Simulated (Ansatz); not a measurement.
Bulk modulus B0 of Zr₂N (P4₂/mnm, No. 136, 6 atoms in the cell; start mp-1014265) at several levels of theory

No measured value is used here.

```json
[
 {"level (code)": "LDA (Ansatz)", "value (GPa)": "197", "cell (Å³/atom)": "15.41"},
 {"level (code)": "PBEsol (Ansatz)", "value (GPa)": "188", "cell (Å³/atom)": "15.72"},
 {"level (code)": "r²SCAN (Ansatz)", "value (GPa)": "…", "cell (Å³/atom)": "16.14"}
]
```

Task: Fill in the missing entries.

Result: 
- r²SCAN (Ansatz, a quantum-chemistry and plane-wave program), value (GPa): 184

LDA, PBEsol, r²SCAN: the bulk modulus is −V dP/dV from two relaxed cells at ±2 % in volume. LDA, PBEsol, r²SCAN: the relaxation could not lower the start's symmetry, so the cell can be a saddle point above a distorted one. Each level is taken at its own relaxed cell. Cutoffs differ between the levels. Ansatz's density-functional and Hartree–Fock values are scalar-relativistic unless marked +SOC, with PAW data made under PBE.

A start named mp-… is a Materials Project structure, which need not be a measured phase.
